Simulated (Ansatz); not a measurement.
The parent structure is Pt in the fcc (Cu type) structure (space group Fm-3m, No. 225; a = 3.920 Å; relaxed with 0.1 eV smearing). Axes: x, y, z lie along the cube axes.

Computed with DFT with PBEsol, PAW potentials and a 420 eV plane-wave cutoff in Ansatz (a program for electronic structure), scalar-relativistic without spin-orbit coupling.

Strains are applied to the cell and any free atomic positions relax; under biaxial strain the out-of-plane vector relaxes too.

One change was made to it. Results:

| quantity | base | after |
|---|---|---|
| shortest interatomic distance | 2.772 Å | 2.747 Å |
| energy relative to the base (free energy F) | 0 meV/atom | +20 meV/atom |

Problem. Name the change that was made.
A) biaxial strain +0.42 %, plane normal [111], relaxed out of plane
B) biaxial strain +0.83 %, plane normal [111], relaxed out of plane
C) biaxial strain +2.50 %, plane normal [111], relaxed out of plane

Solution. C, biaxial strain +2.50 %, plane normal [111], relaxed out of plane. For comparison, the energy relative to the base in the other runs: biaxial strain +0.42 %, plane normal [111], relaxed out of plane gives +0.6 meV/atom; biaxial strain +0.83 %, plane normal [111], relaxed out of plane gives +2.3 meV/atom.

No phonon test of stability was made. All final runs are without spin polarisation. Pt lies near a magnetic instability that expansion can trigger; it was not tested.
